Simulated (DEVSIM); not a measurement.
Structure: abrupt Ge n-p junction, at 350 K.

Layer 1 from the left is Ge, thickness (μm) 9.30, Nd (cm⁻³) 1.9e16, τn (s) 2.4e-7, τp (s) 2.4e-7. Layer 2 from the left is Ge, thickness (μm) 25.0, Na (cm⁻³) 1.4e16, τn (s) 2.4e-7, τp (s) 2.4e-7.

Left contact: ohmic. Right contact: ohmic. Voltage is applied to the left contact. Recombination: SRH at mid-gap, radiative, Auger. Mobility is μmin + (μ − μmin)/(1 + (N/Nref)^α).

The device is made up for the run: typed textbook-type constants, with dimensions and the other settings drawn at random. Values at 300 K; Nc and Nv go as T^1.5, mobilities as T to minus their exponent, the gap by Varshni's rule with the affinity fixed.

Ge: gap (eV) 0.664, affinity (eV) 4, permittivity 16, Nc (cm⁻³) 1.04e19, Nv (cm⁻³) 6e18, μn (cm²/Vs) 3900, μp (cm²/Vs) 1900, μn,min 150, μp,min 100, Nref,n 2.6e17, Nref,p 4e17, αn 0.56, αp 0.6, T exponent of μn 1.66, T exponent of μp 2.33, B (cm³/s) 6.4e-14, Cn (cm⁶/s) 1e-31, Cp (cm⁶/s) 1e-31, Varshni α (eV/K) 0.000477, Varshni β (K) 235.

Question: Estimate by hand the built-in potential, the peak field at zero bias, the capacitance at 2 V, and compare with a numerical solution.

Answer: 
- Built-in potential: ni = √(Nc Nv) exp(−Eg/2kT) = 2.28e14 cm⁻³ with Eg = 0.644 eV; Vbi = kT/q ln(Na Nd/ni²) = 0.257 V; numerical 0.257 V.
- Peak field at zero bias: depletion approximation: W = √(2εVbi/(qN)) = 0.238 μm with N = 8.06e15 cm⁻³; field = 2Vbi/W = 21700 V/cm; numerical 19100 V/cm (estimate above by 14 %).
- Capacitance at 2 V: C = √(qεN / 2(Vbi + |V|)) = 20.1 nF/cm²; numerical 20.4 nF/cm² (estimate below by 1.4 %).

DEVSIM, 1D drift-diffusion, Boltzmann statistics, complete ionisation; no tunnelling, impact ionisation, image-force lowering or self-heating.
